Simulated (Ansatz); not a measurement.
What uniaxial strain ε_zz = +3.00 % does to TiO2

Take TiO$_{2}$ in the rutile structure (space group P4_2/mnm, No. 136; a = 4.591 Å, c = 2.939 Å) as the base. Axes: x, y, z lie along a, b, c of the conventional cell.

It is then changed as follows: the cell is stretched by 3.00 % along z with no lateral relaxation; the atoms relax in the strained cell.

Calculations: PBEsol (Ansatz, a program for electronic structure), no spin-orbit coupling. Settings: 7×7×11 k-points, 0.05 eV Fermi–Dirac smearing.

```tsv
quantity	base	changed	shift
volume per atom	10.33 Å³	10.64 Å³	+0.31 Å³
space group	P4_2/mnm (No. 136)	P4_2/mnm (No. 136)	–
shortest interatomic distance	3.670 bohr	3.725 bohr	+0.055 bohr
energy relative to the base (free energy F)	0 meV/atom	+14 meV/atom	+14 meV/atom
pressure (mean of the normal stresses, compression positive)	0.00 GPa	-7.62 GPa	-7.62 GPa
band gap	1.87 eV	1.79 eV	-0.08 eV
gap character	direct at Γ	direct at Γ	–
width of the top valence band	1.65 eV	1.61 eV	-0.04 eV
electron mass	0.54 mₑ along c, 1.1 mₑ across (at Γ)	0.58 mₑ along z, 1.2 mₑ across (at Γ)	–
hole mass	–	3.0 mₑ along z, 2.0 mₑ across (at Γ)	–
valence-band top at Γ (three highest levels, from the VBM)	0.00, -0.45, -0.45 eV	0.00, -0.44, -0.44 eV	–
stress (xx, yy, zz, yz, xz, xy; compression positive)	–	(-4.60, -4.60, -13.66, 0.00, 0.00, 0.00) GPa	–
```

Final structure:

```
TiO2
1.0
    4.59120     0.00000     0.00000
    0.00000     4.59120     0.00000
    0.00000     0.00000     3.02722
Ti O
2 4
Cartesian
  0.00000   0.00000   0.00000
  2.29560   2.29560   1.51361
  1.40261   1.40261   0.00000
  3.69821   0.89299   1.51361
  0.89299   3.69821   1.51361
  3.18860   3.18860   0.00000
```

Masses are band curvatures over ±0.01 Å⁻¹ around the edge. Whether these cells are dynamically stable was not tested. The final runs are not spin-polarised.
